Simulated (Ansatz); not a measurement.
# Ca$_{3}$As$_{2}$ (space group P-3m1, No. 164; a hypothetical phase, not in the database extracts checked)

```
Ca3As2
1.0
    4.83420     0.00000     0.00000
   -2.41710     4.18654     0.00000
    0.00000     0.00000     6.68364
As Ca
2 3
Direct
  0.33333   0.66667   0.22019
  0.66667   0.33333   0.77981
  0.00000   0.00000   0.00000
  0.33333   0.66667   0.67259
  0.66667   0.33333   0.32741
```

Computed with Kohn–Sham DFT with the PBEsol functional, run in Ansatz (an electronic-structure program) with PAW and 420 eV plane waves, without spin-orbit coupling. Settings: 8×8×5 k-points, 0.05 eV Fermi–Dirac smearing.

```yaml
volume_per_atom: 27.05 Å³
density: 3.32 g/cm³
band_gap: 0.78 eV, indirect, Γ → K
electron_mass: 0.45 mₑ along c, 0.63 mₑ across
hole_mass: 0.12 mₑ along c, 1.2 mₑ across
total_energy: -3002.601 eV/atom (σ→0; compares only within this code and set-up)
```

Masses are band curvatures over ±0.01 Å⁻¹ around the edge. Whether these cells are dynamically stable was not tested.
